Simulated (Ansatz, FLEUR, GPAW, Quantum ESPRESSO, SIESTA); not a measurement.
# IrRu3 (P6_3/mmc, 8 atoms in the cell) computed with different codes at matched settings

Self-consistent single point, at a second geometry (lattice scaled by 0.98). First geometry:

```yaml
crystal:
  lattice:
    - [5.30417, 0.00000, 0.00000]
    - [-2.65209, 4.59355, 0.00000]
    - [0.00000, 0.00000, 4.21235]
  atoms:
    - { symbol: Ru, position: [0.16581, 0.33162, 0.25000] }
    - { symbol: Ru, position: [0.83419, 0.66838, 0.75000] }
    - { symbol: Ru, position: [0.83419, 0.16581, 0.75000] }
    - { symbol: Ru, position: [0.16581, 0.83419, 0.25000] }
    - { symbol: Ru, position: [0.66838, 0.83419, 0.25000] }
    - { symbol: Ru, position: [0.33162, 0.16581, 0.75000] }
    - { symbol: Ir, position: [0.33333, 0.66667, 0.75000] }
    - { symbol: Ir, position: [0.66667, 0.33333, 0.25000] }
```

Shared settings, as Ansatz (a quantum-chemistry and plane-wave program) writes them: kpoints.mp_grid.grid = 5 5 5; scf.occupations.method = gaussian; scf.occupations.width = 0.272 eV. Potentials and cutoffs stand in the table.

```json
[
 {"code": "Ansatz", "model": "PBEsol, PAW files made with PBE", "ΔF from the first geometry (meV/atom)": "167.6", "pressure (GPa)": "52.00", "largest force (eV/Å)": "0.046", "cutoff": "420 eV"},
 {"code": "FLEUR", "model": "PBEsol, all-electron FLAPW (FLEUR), scalar-relativistic valence", "ΔF from the first geometry (meV/atom)": "–", "pressure (GPa)": "–", "largest force (eV/Å)": "0.042", "cutoff": "Kmax 4.3 1/bohr"},
 {"code": "GPAW", "model": "PBEsol, GPAW PAW datasets PBEsol (made by gpaw-setup)", "ΔF from the first geometry (meV/atom)": "160.8", "pressure (GPa)": "50.15", "largest force (eV/Å)": "0.045", "cutoff": "600 eV"},
 {"code": "Quantum ESPRESSO", "model": "PBEsol, GBRV 1.5 ultrasoft (PBESOL) pseudopotentials", "ΔF from the first geometry (meV/atom)": "165.8", "pressure (GPa)": "51.33", "largest force (eV/Å)": "0.065", "cutoff": "40 Ry"},
 {"code": "SIESTA", "model": "GGA PBEsol, numerical atomic orbitals DZP, PseudoDojo PBEsol standard norm-conserving potentials (rewritten from UPF to PSML)", "ΔF from the first geometry (meV/atom)": "169.5", "pressure (GPa)": "52.93", "largest force (eV/Å)": "0.045", "cutoff": "grid 300 Ry"}
]
```

A dash marks a value that a program does not give, or that is left out as unsure.

On Ansatz's run: spin-orbit coupling is off. Spin polarisation is off.

The spread over the programs that give each value: ΔF from the first geometry within 8.7 meV/atom; pressure within 2.78 GPa; largest force within 0.023 eV/Å.

SIESTA uses small atom-centred bases, whose incompleteness enters pressures, forces and empty levels differently from a plane-wave cutoff. FLEUR treats all electrons, but the usual bases taken here (sphere radii, linearisation, local orbitals, empty states) were not tested for convergence, so the values are no reference for the others. Ansatz's pressure is given at a fixed set of plane waves, as the other plane-wave codes print theirs; with its correction for the finite basis it is 52.28 GPa (the shift of 0.29 GPa shows how far the cutoff is from converged). In the pressure, GPAW (by 1.18) and SIESTA (by 1.59) lie more than 1 GPa from the median of the plane-wave programs.

The starting cell comes from a database of computed structures (which also holds hypothetical and non-ambient phases and stackings), without a prior relaxation at this level. Its lattice was rescaled by a random factor within 2.5 % of one. For this run, on top of that: lattice scaled by 0.98.

Left out of this page: Elk (not drawn, or without a comparable value).

Keys are those of Ansatz 0.2.
